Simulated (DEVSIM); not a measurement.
**Si p-n junction from an implanted or diffused profile**

Structure: Si p-n junction from an implanted or diffused profile, at 300 K.

```tsv
layer (left to right)	material	thickness (μm)	Nd (cm⁻³)	τn (s)	τp (s)
1	Si	78.0	4.4e16	7.4e-5	7.4e-5
```

Added acceptor profile: 1.9e18 cm⁻³ × exp(−(x − 0 μm)²/(2·(0.09 μm)²)). Left contact: ohmic. Right contact: ohmic. Voltage is applied to the left contact. Recombination: SRH at mid-gap, radiative, Auger. Gap narrowing is on: ΔEg = 6.92 meV × (l + √(l² + 0.5)), l = ln(N/1.3e17 cm⁻³), shared equally by both band edges. Mobility is μmin + (μ − μmin)/(1 + (N/Nref)^α).

This is a model device: material constants are rounded textbook-type values typed into the input, and sizes, dopings and lifetimes were drawn at random. Values at 300 K.

```csv
parameter,Si
gap (eV),1.124
affinity (eV),4.05
permittivity,11.7
Nc (cm⁻³),2.86e19
Nv (cm⁻³),3.1e19
μn (cm²/Vs),1417
μp (cm²/Vs),470
"μn,min",52
"μp,min",45
"Nref,n",9.7e16
"Nref,p",2.2e17
αn,0.68
αp,0.72
B (cm³/s),4.7e-15
Cn (cm⁶/s),2.8e-31
Cp (cm⁶/s),9.9e-32
```

Simulated with DEVSIM: 1D drift-diffusion, Boltzmann statistics, complete ionisation; no tunnelling, impact ionisation, image-force lowering or self-heating.

- Potential step across the device at zero bias = 0.864 V
- Dark forward voltage at 1 A/cm² = 0.636 V
- Dark forward voltage at 100 A/cm² = 0.849 V

Dark forward current:

(V (V), J (A/cm²)): (0.05, 1.6e-10); (0.15, 7.6e-9); (0.20, 5.2e-8); (0.30, 2.4e-6); (0.40, 0.00012); (0.45, 0.00080); (0.55, 0.038); (0.60, 0.26); (0.70, 8.6); (0.80, 58); (0.85, 100); (0.95, 220); (1.05, 380); (1.10, 480); (1.20, 700); (1.25, 830); (1.35, 1100); (1.45, 1500); (1.50, 1600); (1.60, 2100)

Dark reverse current:

```csv
V (V),J (A/cm²)
-0.10,-4.6e-11
-0.25,-7.0e-11
-0.50,-1.0e-10
-0.75,-1.3e-10
-1.00,-1.5e-10
-1.50,-2.0e-10
-2.00,-2.3e-10
-2.50,-2.7e-10
-3.25,-3.1e-10
-4.00,-3.5e-10
-5.00,-4.0e-10
```
